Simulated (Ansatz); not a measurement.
**Effect of strain tensor (xx, yy, zz, yz, xz, xy) = (−0.46, −1.73, +1.57, −0.40, −0.28, +1.71) % on hypothetical diamond Hf**

The parent structure is Hf in the diamond structure (space group Fd-3m, No. 227; a = 6.5504 Å; a hypothetical phase, not in the database extracts checked; relaxed with 0.1 eV smearing). Axes: x, y, z lie along the cube axes.

It is then changed as follows: the symmetric strain tensor [-0.0046 0.0171 -0.0027; 0.0171 -0.0173 -0.0040; -0.0027 -0.0040 0.0157]; the atoms relax in the strained cell.

Computed with PBE (Ansatz, an electronic-structure program; PAW; 420 eV plane waves; no spin-orbit coupling). Settings: 15×15×15 k-points, 0.1 eV Fermi–Dirac smearing.

```tsv
quantity	base	changed	shift
volume per atom	35.13 Å³	34.89 Å³	-0.24 Å³
space group	Fd-3m (No. 227)	P-1 (No. 2)	–
energy relative to the base (free energy F)	0 meV/atom	-40 meV/atom	-40 meV/atom
pressure (mean of the normal stresses, compression positive)	0.0 GPa	-0.3 GPa	-0.3 GPa
band gap	zero	zero	–
stress (xx, yy, zz, yz, xz, xy; compression positive)	–	(-0.3, -0.8, 0.2, -4.4, 3.7, 5.8) GPa	–
```

Spin-orbit coupling, missing from the scalar runs, can matter with Hf. No phonon test of stability was made. All final runs are without spin polarisation. Under strain tensor (xx, yy, zz, yz, xz, xy) = (−0.46, −1.73, +1.57, −0.40, −0.28, +1.71) % the cell ends below the base's energy or with stress of the wrong sign: the atoms slid into a distortion or the cell is elastically unstable, so the base is not a stable minimum at this level. Hf has a high density of states at the Fermi level and may be magnetic at this level.
